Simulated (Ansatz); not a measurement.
Worked sum: reaction energy

This concerns the reaction energy. Reaction: Ti (hcp) + C (diamond) → TiC (rock salt). A negative value means that the right-hand side lies lower.

TiC (rock salt, Fm-3m), 2 atoms in the cell; spin state with PBE: run without spin. Conventional cell: a = 4.3328 Å, b = 4.3328 Å, c = 4.3328 Å, α = 90.00°, β = 90.00°, γ = 90.00°.

C (diamond, Fd-3m), 2 atoms in the cell. Conventional cell: a = b = c = 3.5716 Å, α = β = γ = 90.00°.

Setting: static, neutral cells in Ansatz (PAW) whose structures rest at the PBE level. Ansatz (a first-principles code) runs with its default PAW set. Other levels take these structures. The lattices are those relaxed with PBE, so at other levels the solids can be strained, which adds to the spread. A dispersion term (D3(BJ), or D4 for r2SCAN) was computed beside these levels and is taken off wherever the name lacks it.

Total energies of the cells in eV, at zero smearing width. They compare only within one column; the weights balance every element.

| cell | atoms | weight | r2SCAN | PBE+D3(BJ) |
|---|---|---|---|---|
| TiC (rock salt) | 2 | +2 | -2758.01506 | -2753.16198 |
| Ti (hcp) | 2 | −1 | -5008.73695 | -5000.53140 |
| C (diamond) | 2 | −1 | -503.11012 | -501.99690 |

r2SCAN: 2 × (-2758.01506) − (-5008.73695) − (-503.11012) = -4.183 eV; dividing by 2 gives -2.09 eV.

PBE+D3(BJ): 2 × (-2753.16198) − (-5000.53140) − (-501.99690) = -3.796 eV; dividing by 2 gives -1.90 eV.

What follows from the r2SCAN value: Per mole of the reaction as written, -2.092 eV × 96.485 = -201.8 kJ.
